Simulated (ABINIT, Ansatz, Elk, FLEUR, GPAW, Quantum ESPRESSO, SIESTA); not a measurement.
**One structure in several programs: Fe₂Ge (P6_3/mmc, 6 atoms in the cell)**

Self-consistent single point.

```xyz
6
Lattice="4.1428 0.0000 0.0000 -2.0714 3.5878 0.0000 0.0000 0.0000 5.0208" Properties=species:S:1:pos:R:3 pbc="T T T"
Fe     0.0000     0.0000     0.0000
Fe     0.0000     0.0000     2.5104
Fe     2.0714     1.1959     3.7656
Fe     0.0000     2.3918     1.2552
Ge     2.0714     1.1959     1.2552
Ge     0.0000     2.3918     3.7656
```
Moments meant for the start (each program seeds them in its own way; μB, in the order of the atoms Fe Fe Fe Fe Ge Ge): 4.0 4.0 4.0 4.0 0.0 0.0.

All programs got the same cell, k-point mesh and kind of occupations, and the same starting moments (in Ansatz's words: kpoints.mp_grid.grid = 5 5 3; magnetization.spin_polarized = true; scf.occupations.method = fermi_dirac; scf.occupations.width = 0.1 eV); potentials, basis and cutoffs are each program's usual ones.

| code | model | pressure (GPa) | size of the net moment (μB/atom) | k-points | cutoff |
|---|---|---|---|---|---|
| GPAW | PBEsol, GPAW PAW datasets PBEsol (made by gpaw-setup) | -8.56 | 1.29 | 10 | 800 eV |
| SIESTA | GGA PBEsol, numerical atomic orbitals DZP, PseudoDojo PBEsol standard norm-conserving potentials (rewritten from UPF to PSML) | -7.48 | 1.36 | 38 | grid 400 Ry |
| Quantum ESPRESSO | PBEsol, PSlibrary PAW (PBE) pseudopotentials | -10.24 | 1.15 | 10 | 55 Ry |
| Ansatz | PBEsol, PAW files made with PBE | -9.92 | 1.29 | 10 | 420 eV |
| ABINIT | PBEsol, norm-conserving pseudopotentials (PseudoDojo nc-sr-04 PBEsol standard) | -8.98 | 1.34 | 10 | 45 Ha |
| Elk | PBEsol, all-electron FP-LAPW, Elk's shipped species files, default APW+lo basis | – | 1.26 | 10 | default |
| FLEUR | PBEsol, all-electron FLAPW (FLEUR), scalar-relativistic valence | – | 1.29 | 10 | Kmax 3.8 1/bohr |

A dash marks a value that a program does not give, or that is left out as unsure.

The net moments differ, which can mean other magnetic states; other values may part for that reason too.

The spread over the programs that give each value: pressure within 2.76 GPa; size of the net moment within 0.21 μB/atom.

The starting cell comes from a database of computed structures (which also holds hypothetical and non-ambient phases and stackings), without a prior relaxation at this level. Its lattice was rescaled by a random factor within 2.5 % of one. On Ansatz's run: The magnetic order is the one reached from the typed start; others were not searched systematically. In the base run, with a pressure of about -10 GPa the cell is away from its equilibrium volume at this level. Without a gap this mesh is coarse (it stands for a supercell whose shortest vector is 15 Å).

Q: Why do the programs differ, and what cannot be compared?

A: Differences of this kind can come from the potentials, where these differ, and from what each basis and cutoff leave unconverged. The valence holds different numbers of electrons (GPAW 40, SIESTA 92, Quantum ESPRESSO 40, Ansatz (an electronic-structure program) 92, ABINIT 92, FLEUR 92). The zero of total energies and Fermi levels follows the potentials and each program's conventions, so they are not compared here. SIESTA uses small atom-centred bases, whose incompleteness enters pressures, forces and empty levels differently from a plane-wave cutoff. Elk and FLEUR treat all electrons, but the usual bases taken here (sphere radii, linearisation, local orbitals, empty states) were not tested for convergence, so the values are no reference for the others. Ansatz's pressure is given at a fixed set of plane waves, as the other plane-wave codes print theirs; with its correction for the finite basis it is -9.79 GPa. Site moments depend on each program's spheres or projections; the total moment of the cell does not. The programs reduce the same mesh by symmetry to different extents, which changes the work and not the result. In the pressure, SIESTA (by 1.97) lies more than 1 GPa from the median of the plane-wave programs.

The shared mesh is coarse (it stands for a supercell whose shortest vector is 15 Å), so the values are not converged in it.

Keys are those of Ansatz 0.2.
